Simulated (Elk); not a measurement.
Elk is run on TaBeB (P-6m2, 3 atoms in the cell), and the run fails. The aim is a self-consistent single point with DFT, LDA (PW92), all-electron FP-LAPW, Elk's shipped species files, APW+lo basis with extra local orbitals.

This input was run:

```
tasks
  0

rgkmax
  8.0

gmaxvr
  16.0

nxlo
  2

lorbcnd
  .true.

rmtscf
  0.92

lmaxi
  3

nempty
  0

stype
  0

swidth
  0.00499791

maxscl
  100

scale
  6.141420976

avec
    1.0000000000   -0.0000000017    0.0000000000
   -0.4999999986    0.8660254046    0.0000000000
    0.0000000000    0.0000000000    0.9988307261

atoms
  3
  'Ta.in'
  1
  0.0000000000  0.0000000000  0.0000000000    0.0 0.0 0.0
  'Be.in'
  1
  0.3333333333  0.6666666667  0.5000000000    0.0 0.0 0.0
  'B.in'
  1
  0.6666666667  0.3333333333  0.5000000000    0.0 0.0 0.0

ngridk
  10 10 9
```

Output (repeated stretches shortened):

```
│ Elk code version 10.2.4 started │

Error(readinput): nempty <= 0 :    0.000000000
```

**Question.** Read the log: what does the program object to, and what is the fix?

**Answer.** The fault is too few bands; here the program stops on it instead of giving results. To fix it, raise the band count or leave it to the default. The program stopped before any SCF iteration.

The sound input it was made from differs as follows (other fixes are possible):
```diff
-
-nempty
-  0
```

With that input, the run converged in 17 iterations: total energy -426027.4594 eV; Fermi level (on the code's own zero) 12.20 eV (DFT, LDA (PW92), all-electron FP-LAPW, Elk's shipped species files, APW+lo basis with extra local orbitals).

On the sound input: the starting cell comes from a database of computed structures (which also holds hypothetical and non-ambient phases and stackings), without a prior relaxation at this level. Spin polarisation is off. Values depend on the basis (sphere radii, cutoffs, local orbitals), which need not be converged.
